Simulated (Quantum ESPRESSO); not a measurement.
Worked example: self-consistent single point of HgTe (P1, 6 atoms in the cell) in Quantum ESPRESSO.

Computed with PBEsol, GBRV 1.5 ultrasoft (PBESOL) pseudopotentials (plane waves; Quantum ESPRESSO).

The change in words: atoms moved at random. Reference geometry:
```
HgTe
1.0
    4.58273     0.00000     0.00000
   -2.29136     3.96876     0.00000
    0.00000     0.00000    10.22898
Hg Te
3 3
Direct
  0.68832   0.68832   0.00000
  0.31168   0.00000   0.66667
  0.00000   0.31168   0.33333
  0.51372   0.51372   0.50000
  0.48628   0.00000   0.16667
  0.00000   0.48628   0.83333
```

Reference input (self-consistent single point, DFT, PBEsol, plane waves, GBRV 1.5 ultrasoft (PBESOL) pseudopotentials): ecutwfc = 40 Ry; ecutrho = 200 Ry; occupations = smearing; smearing = fd; degauss = 0.000734986 Ry; potentials = {Hg: hg_pbesol_v1.uspp.F.UPF, Te: te_pbesol_v1.uspp.F.UPF}; K_POINTS = automatic 5 5 2 0 0 0; conv_thr = 1e-09 Ry; mixing_beta = 0.3. This run's input differs from it in these lines:

```diff
@@ -26,12 +26,12 @@
 CELL_PARAMETERS {angstrom}
-   4.582728077     0.000000000     0.000000000
-  -2.291364038     3.968758933     0.000000000
+   4.582728000     0.000000000     0.000000000
+  -2.291364000     3.968759000     0.000000000
    0.000000000     0.000000000    10.228982000
 ATOMIC_POSITIONS {alat}
-Hg    0.344160000    0.596102606    0.000000000
-Hg    0.311680000    0.000000000    1.488048433
-Hg   -0.155840000    0.269922798    0.744024216
-Te    0.256860000    0.444894570    1.116036325
-Te    0.486280000    0.000000000    0.372012108
-Te   -0.243140000    0.421130833    1.860060541
+Hg    0.349301500    0.589093882   -0.002200824
+Hg    0.307873000   -0.012723646    1.488705431
+Hg   -0.171743000    0.267418261    0.753978529
+Te    0.270501000    0.455856735    1.108431672
+Te    0.471178500    0.010116043    0.365655915
+Te   -0.227111500    0.422288724    1.865613225
 K_POINTS {automatic}
```

Output, abridged:

```
     Self-consistent Calculation

     iteration #  1     ecut=    40.00 Ry     beta= 0.30

     Threshold (ethr) on eigenvalues was too large:
     Diagonalizing with lowered threshold

     total energy              =    -401.88731845 Ry
     estimated scf accuracy    <       0.17249781 Ry

     iteration #  2     ecut=    40.00 Ry     beta= 0.30

     total energy              =    -401.90359742 Ry
     estimated scf accuracy    <       0.02428739 Ry

     iteration #  3     ecut=    40.00 Ry     beta= 0.30

     total energy              =    -401.90550882 Ry
     estimated scf accuracy    <       0.00671303 Ry

   [... 8 blocks of this kind left out ...]

     iteration # 12     ecut=    40.00 Ry     beta= 0.30

     total energy              =    -401.90580889 Ry
     estimated scf accuracy    <          1.5E-09 Ry

     iteration # 13     ecut=    40.00 Ry     beta= 0.30
     End of self-consistent calculation

     the Fermi energy is     7.2156 ev

!    total energy              =    -401.90580890 Ry
     estimated scf accuracy    <          4.7E-10 Ry
     smearing contrib. (-TS)   =      -0.00000000 Ry
     internal energy E=F+TS    =    -401.90580890 Ry

     convergence has been achieved in  13 iterations

     Forces acting on atoms (cartesian axes, Ry/au):

     atom    1 type  1   force =    -0.01462577    0.00539778    0.01333515
     atom    2 type  1   force =     0.00516767    0.02759334   -0.02113547
     atom    3 type  1   force =     0.00683812    0.00737485    0.00260088
     atom    4 type  2   force =    -0.00443506   -0.00816084    0.00864786
     atom    5 type  2   force =    -0.00021649   -0.00769030   -0.00731506
     atom    6 type  2   force =     0.00727153   -0.02451483    0.00386664

     Total force =     0.052021     Total SCF correction =     0.000068

          total   stress  (Ry/bohr**3)                   (kbar)     P=        0.04
  -0.00001356   0.00000866  -0.00001903           -1.99        1.27       -2.80
   0.00000866   0.00000084   0.00000026            1.27        0.12        0.04
  -0.00001903   0.00000026   0.00001356           -2.80        0.04        1.99

   JOB DONE.
```

The run converged in 13 iterations. Against the reference run the free energy goes up by 1.2 meV/atom, the pressure goes from 1.01 to 0.00 GPa, the largest force goes from 0.453 to 0.903 eV/Å and the gap on the mesh goes from 0.740 to 0.661 eV. The full log also holds: “c_bands:  1 eigenvalues not converged”.

The starting cell comes from a database of computed structures (which also holds hypothetical and non-ambient phases and stackings), without a prior relaxation at this level. Its lattice was rescaled by a random factor within 2.5 % of one. For this run, on top of that: atoms moved at random. Spin-orbit coupling is off.

Cost on one core of a shared machine: roughly 70 s.
